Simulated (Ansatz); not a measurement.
Consider CdS in the zinc blende structure (space group F-43m, No. 216; a = 5.8778 Å).

Calculations: Kohn–Sham DFT with the r2SCAN functional, run in Ansatz (an electronic-structure program) with PAW and 500 eV plane waves, no spin-orbit coupling.

Carriers are added at fixed cell with a uniform background; the Fermi–Dirac width is that of 300 K.

One change was made to it. Results:

The Fermi level relative to the doped band's edge (positive inside the band; to 0.05 eV) amounts to +0.90 eV; the gap between the host's bands shrinks by 0.01 eV to 1.53 eV; the gap character remains direct at Γ.

Task: Which of these changes matches the shifts?
(A) electrons 5.0×10^20 cm⁻³
(B) electrons 1.0×10^22 cm⁻³
(C) electrons 1.5×10^21 cm⁻³
(D) holes 1.0×10^22 cm⁻³

Result: A, electrons 5.0×10^20 cm⁻³. For comparison, the Fermi level from band edge in the other runs: electrons 1.0×10^22 cm⁻³ gives +2.50 eV; holes 1.0×10^22 cm⁻³ gives +0.60 eV; electrons 1.5×10^21 cm⁻³ gives +1.45 eV.

Charged cell with a jellium background: band edges are those of the host's band count, energies are not comparable with the neutral cell, and many-body gap narrowing is missing. Whether these cells are dynamically stable was not tested.
